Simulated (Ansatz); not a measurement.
A self-consistent single point of ScCd (P4mm, 2 atoms in the cell) with Ansatz (an electronic-structure program).

Level of theory: PBEsol, default PAW files made with PBE (plane waves; Ansatz).

The change in words: lattice scaled by 0.98; basis.ecutrho_ratio: default → 4. Reference geometry:
```
CELL_PARAMETERS angstrom
      3.54389     0.00000     0.00000
      0.00000     3.54389     0.00000
      0.00000     0.00000     3.54389
ATOMIC_POSITIONS crystal
  Sc 0.50000 0.50000 0.51411
  Cd 0.00000 0.00000 0.00000
```

Reference input (self-consistent single point, DFT, PBEsol, plane waves, default PAW files made with PBE): basis.ecutwfc = 30.9 Ry; kpoints.mp_grid.grid = 9 9 9; hamiltonian.xc = pbesol; hamiltonian.pseudopotentials = {kind: paw} (the program's default PAW files); scf.occupations.method = gaussian; scf.occupations.width = 0.0073 Ry. This run's input differs from it in these lines:

Ansatz 0.2 input:
```diff
@@ -3,5 +3,5 @@
   lattice:
-    - [3.543891, 0.000000, 0.000000]
-    - [0.000000, 3.543891, 0.000000]
-    - [0.000000, 0.000000, 3.543891]
+    - [3.473013, 0.000000, 0.000000]
+    - [0.000000, 3.473013, 0.000000]
+    - [0.000000, 0.000000, 3.473013]
   atoms:
@@ -11,2 +11,3 @@
   ecutwfc: 30.9 Ry
+  ecutrho_ratio: 4
 kpoints:
```

Output, abridged:

```
SCF iter   1: F=—  HF=-10296.096319 eV  |F-HF|=—  |Δ(HF+E_count)|=         —  Δρ=6.80e-3  dr2=1.97e-2  ethr=1.77e-3  ⟨swp⟩=3.8  Hψ=5685  notcnv=0
all-band conjugate gradients solve this SCF's bands
preconditioner: auto → Resta (q_TF=auto, 2.595 Å⁻¹)
SCF iter   2: F=—  HF=-10296.090776 eV  |F-HF|=—  |Δ(HF+E_count)|=   5.54e-3  Δρ=2.08e-3  dr2=1.95e-3  ethr=6.35e-5  ⟨swp⟩=3.0  Hψ=3182  notcnv=0
SCF iter   3: F=—  HF=-10296.090210 eV  |F-HF|=—  |Δ(HF+E_count)|=   5.66e-4  Δρ=6.71e-4  dr2=1.11e-4  ethr=6.28e-6  ⟨swp⟩=2.8  Hψ=2351  notcnv=0
SCF iter   4: F=—  HF=-10296.090203 eV  |F-HF|=—  |Δ(HF+E_count)|=   7.82e-6  Δρ=1.94e-4  dr2=1.03e-5  ethr=3.59e-7  ⟨swp⟩=2.2  Hψ=2150  notcnv=0
SCF iter   5: F=—  HF=-10296.090163 eV  |F-HF|=—  |Δ(HF+E_count)|=   3.98e-5  Δρ=4.81e-5  dr2=9.66e-7  ethr=3.32e-8  ⟨swp⟩=2.1  Hψ=2487  notcnv=0
SCF iter   6: F=-10296.090163 eV  HF=-10296.090163 eV  |F-HF|=7.27e-9  |Δ(HF+E_count)|=   5.04e-8  Δρ=9.48e-6  dr2=3.14e-8  ethr=3.23e-10  ⟨swp⟩=5.0  Hψ=5514  notcnv=0
SCF 1 converged in 6 iterations: F = -10296.090163 eV  dr2 = 3.14e-8
Free energy (F): -10296.090163 eV
Internal energy: -10296.080781 eV  (E = F + TS)
E sigma→0 (E₀):  -10296.085472 eV
Entropy (-TS):   -0.009382 eV (-4.691 meV/atom)
Fermi energy:    13.117128 eV
--- Forces (eV/Å), atoms counted from 1 ---
  atom   1  Sc    -0.00000000     0.00000000    -0.18769398
  atom   2  Cd    -0.00000000     0.00000000     0.18769138
--- Stress (GPa, compression-positive) ---
        0.905398       0.000000      -0.000000
        0.000000       0.905398       0.000000
       -0.000000       0.000000       0.856575
  P = ⅓ Tr σ = 0.8891 GPa (8.891 kbar)
  The stress holds the Pulay correction. Without it, at fixed plane waves, as pw.x and ABINIT print it: P = 0.8604 GPa
```

The run converged in 6 iterations. Against the reference run the free energy goes down by 10.9 meV/atom, the pressure goes from -3.33 to 0.89 GPa and the largest force goes from 0.152 to 0.188 eV/Å.

The starting cell comes from a database of computed structures (which also holds hypothetical and non-ambient phases and stackings), without a prior relaxation at this level. Its lattice was rescaled by up to half a per cent. One atom was moved a little off its site on purpose. For this run, on top of that: lattice scaled by 0.98. Ansatz's pressure includes its estimate of the finite-basis (Pulay) stress.
